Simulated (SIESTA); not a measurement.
Band structure of Ni2Sn4Au (R-3m, 7 atoms in the cell).

```
CELL_PARAMETERS angstrom
      2.11965     1.22378     8.87447
     -2.11965     1.22378     8.87447
      0.00000    -2.44756     8.87447
ATOMIC_POSITIONS crystal
  Ni 0.40060 0.40060 0.40060
  Ni 0.59940 0.59940 0.59940
  Sn 0.29951 0.29951 0.29951
  Sn 0.70049 0.70049 0.70049
  Sn 0.11098 0.11098 0.11098
  Sn 0.88902 0.88902 0.88902
  Au 0.50000 0.50000 0.50000
```

Method of the run: GGA PBEsol, numerical atomic orbitals TZP, PseudoDojo PBEsol standard norm-conserving potentials (rewritten from UPF to PSML) run with SIESTA.

Settings: XC.functional = GGA; XC.authors = PBEsol; potentials = PseudoDojo PBEsol standard; PAO.BasisSize = TZP; PAO.EnergyShift = 0.01 Ry; MeshCutoff = 300 Ry; kgrid.MonkhorstPack = 4 4 4; OccupationFunction = FD; ElectronicTemperature = 100 meV; MaxSCFIterations = 150; SCF.Mixer.Method = Broyden; SCF.Mixer.Weight = 0.2; SCF.Mixer.History = 8; SCF.DM.Tolerance = 1.0E-05.

The starting cell comes from a database of computed structures (which also holds hypothetical and non-ambient phases and stackings), without a prior relaxation at this level. Spin-orbit coupling is off. Spin polarisation is off. Values carry the incompleteness of an atom-centred basis.

Levels in eV from the Fermi level, bands 53 to 58:
```csv
point,53,54,55,56,57,58
Γ,0.94,0.94,1.43,1.61,1.61,2.28
L,-1.54,-1.14,-1.08,-0.97,0.28,0.69
B1,-1.66,-1.42,-1.23,-0.93,-0.87,1.36
B,-1.66,-1.42,-1.23,-0.93,-0.87,1.36
Z,0.49,0.49,1.02,2.22,2.22,2.58
X,-1.65,-1.45,-1.20,-0.94,-0.80,1.01
Q,-1.65,-1.45,-1.20,-0.94,-0.80,1.01
F,-1.55,-1.50,-1.47,-0.16,-0.03,1.57
P1,-1.50,-1.50,-1.41,-0.26,0.02,1.26
P,-1.50,-1.50,-1.41,-0.26,0.02,1.26
```

Bands cross the Fermi level along this path, so the cell is metallic at this level.

Higher empty bands are left out: an atom-centred basis made for the valence describes them poorly.
